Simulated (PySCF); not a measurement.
PySCF 2.14.0, unrestricted BP86/def2-svp, df: Si(Br)2 anion (Br[Si]Br), charge -1, multiplicity 2, 3 atoms. The geometry is a generated start, not checked to be a minimum at this level.

| Item | Result |
|---|---|
| task | energy |
| method | bp86 |
| basis | def2-svp |
| two-electron scheme | density fitting |
| mol.max_memory | 3000 MB |
| mf.max_cycle | 100 |
| mf.conv_tol | 1e-09 (default) |
| mf.grids.level | 3 (default) |
| basis functions | 82 |
| grid points | 60032 |

```xyz
3

Si     0.0310     0.0166     0.9629
Br     0.9532    -1.4507    -0.4893
Br    -0.9842     1.4340    -0.4736
```

Charge -1 and multiplicity 2 are set for this test and not shown to be the ground state.

With the defaults (mf.diis = true, mf.level_shift = 0, mf.DIIS = CDIIS, mf.diis_damp = 0, mf.damp = 0, mf.diis_start_cycle = 1, mf.diis_space = 8, mf.init_guess = minao) it converges in 12 Fock builds. One run each on 2 threads, 1 BLAS thread, with these changes:
- mf.diis_space = 20
- mf.diis_damp = 0.3
- mf.diis = false
- mf.DIIS = ADIIS
- mf.diis_space = 5
- mf.damp = 0.3, mf.diis_start_cycle = 4
- mf.init_guess = mod_huckel
- mf.level_shift = 0.3 Hartree
- mf.level_shift = 0.1 Hartree

Problem. Which of these changes keep the SCF from converging, or lead it to another solution?

Solution. No convergence: mf.diis = false (the run ends without SCF convergence in 100 cycles). The rest reach the solution of the defaults.

```
setting                                 Fock builds             end
--------------------------------------  -----------  --------------
the defaults                                     12   same solution
mf.diis_damp = 0.3                               12   same solution
mf.diis_space = 20                               12   same solution
mf.level_shift = 0.1 Hartree                     13   same solution
mf.damp = 0.3, mf.diis_start_cycle = 4           13   same solution
mf.diis_space = 5                                13   same solution
mf.init_guess = mod_huckel                       13   same solution
mf.DIIS = ADIIS                                  16   same solution
mf.level_shift = 0.3 Hartree                     17   same solution
mf.diis = false                                 101  no convergence
```
